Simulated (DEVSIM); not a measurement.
System: Ru/SiO2/p-GaAs capacitor, at 300 K.

Layer 1 from the left is SiO2, thickness (nm) 8.30. Layer 2 from the left is GaAs, thickness (nm) 510, Na (cm⁻³) 3.2e18.

Metal gate on the left, work function 4.7 eV. Fixed charge at the semiconductor interface -8.6e10 cm⁻² (in units of +e); interface traps 1.3e12 cm⁻² eV⁻¹, uniform in energy, neutral level at 0.3 of the gap above the valence band.

This is a model device: material constants are rounded textbook-type values typed into the input, and sizes, dopings and lifetimes were drawn at random. Values at 300 K.

SiO2: gap (eV) 9, affinity (eV) 0.9, permittivity 3.9. GaAs: gap (eV) 1.424, affinity (eV) 4.07, permittivity 12.9, Nc (cm⁻³) 4.7e17, Nv (cm⁻³) 9e18.

Model (solved in DEVSIM): 1D Poisson equation in equilibrium, Boltzmann statistics, complete ionisation; no quantum confinement or tunnelling. Metal contacts follow the ideal Schottky-Mott rule: no Fermi-level pinning, no interface dipoles.

Q: What does the simulation give for the flat-band voltage, the minimum of the low-frequency capacitance?

A: flat-band voltage -0.93 V; minimum of the low-frequency capacitance 0.259 μF/cm².
